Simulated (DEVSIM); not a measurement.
System: illuminated Si p-on-n cell, one wavelength, at 300 K.

```tsv
layer (left to right)	material	thickness (μm)	Nd (cm⁻³)	Na (cm⁻³)	τn (s)	τp (s)	absorption coefficient (cm⁻¹)
1	Si	0.0650	-	3.6e18	1.1e-8	7.7e-7	330
2	Si	81.0	2.1e17	-	1e-6	1e-6	330
```

Left contact: ohmic, minority electron recombination velocity 300 cm/s. Right contact: ohmic, minority hole recombination velocity 4e6 cm/s. Voltage is applied to the left contact. Recombination: SRH at mid-gap, radiative, Auger. Light enters at the left, 3.7e17 photons cm⁻² s⁻¹, one pass, no reflection. Mobility is constant in doping.

This is a model device: material constants are rounded textbook-type values typed into the input, and sizes, dopings and lifetimes were drawn at random. Values at 300 K.

| parameter | Si |
|---|---|
| gap (eV) | 1.124 |
| affinity (eV) | 4.05 |
| permittivity | 11.7 |
| Nc (cm⁻³) | 2.86e19 |
| Nv (cm⁻³) | 3.1e19 |
| μn (cm²/Vs) | 1417 |
| μp (cm²/Vs) | 470 |
| B (cm³/s) | 4.7e-15 |
| Cn (cm⁶/s) | 2.8e-31 |
| Cp (cm⁶/s) | 9.9e-32 |

Simulated with DEVSIM: 1D drift-diffusion, Boltzmann statistics, complete ionisation; no tunnelling, impact ionisation, image-force lowering or self-heating.

The photon flux was swept, all else fixed.

```
photon flux (cm^-2 s^-1)  largest power (mW/cm²)  fill factor  open-circuit voltage (V)  short-circuit current (mA/cm²)
------------------------  ----------------------  -----------  ------------------------  ------------------------------
1.1e16                                     0.414         0.81                     0.561                           0.909
3.7e16                                      1.49         0.82                     0.593                            3.06
1.1e17                                      4.68         0.83                     0.622                            9.09
3.7e17                                      16.7         0.84                     0.653                            30.6
1.1e18                                      52.1         0.84                       [?]                             [?]
3.7e18                                       184         0.85                     0.713                             306
1.1e19                                       574         0.85                     0.741                             910
```

Task: Complete the blanks.

Result: 
- 1.1e18, open-circuit voltage (V): 0.681
- 1.1e18, short-circuit current (mA/cm²): 90.9
